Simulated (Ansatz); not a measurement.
Consider Sc in the hcp (Mg type) structure (space group P6_3/mmc, No. 194; a = 3.275 Å, c = 5.105 Å; relaxed with 0.1 eV smearing). Axes: x lies along a and z along c of the hexagonal cell.

Structures relaxed with PBEsol/PAW in Ansatz (an electronic-structure program), without spin-orbit coupling.

Base:

Simulated powder pattern, Cu Kα1, λ = 1.54056 Å (kinematic, ideal powder, no thermal factors, no anomalous dispersion; the 8 strongest lines at most, above 2 %, up to 2θ = 90°):

| 2θ (°) | I/Imax (%) | hkl |
|---|---|---|
| 31.51 | 25 | (100) |
| 35.13 | 24 | (002) |
| 36.20 | 100 | (101) |
| 47.90 | 14 | (102) |
| 56.11 | 17 | (110) |
| 63.72 | 16 | (103) |
| 67.95 | 17 | (112) |
| 68.62 | 13 | (201) |

The change: biaxial strain +3.00 %, plane normal [001], relaxed out of plane (Cartesian); in-plane vectors clamped, the third vector and the atoms free.

After the change:

Simulated powder pattern, Cu Kα1, λ = 1.54056 Å (kinematic, ideal powder, no thermal factors, no anomalous dispersion; the 8 strongest lines at most, above 2 %, up to 2θ = 90°):

| 2θ (°) | d (Å) | I/Imax (%) | hkl |
|---|---|---|---|
| 30.57 | 2.922 | 26 | (100) |
| 35.52 | 2.525 | 100 | (101) |
| 35.73 | 2.511 | 22 | (002) |
| 47.72 | 1.904 | 13 | (102) |
| 54.34 | 1.687 | 17 | (110) |
| 64.06 | 1.452 | 15 | (103) |
| 66.62 | 1.403 | 13 | (201) |
| 66.75 | 1.400 | 17 | (112) |

The indices refer to the base's conventional cell; one index is shown for lines that coincide.

Whether these cells are dynamically stable was not tested. All final runs are without spin polarisation.
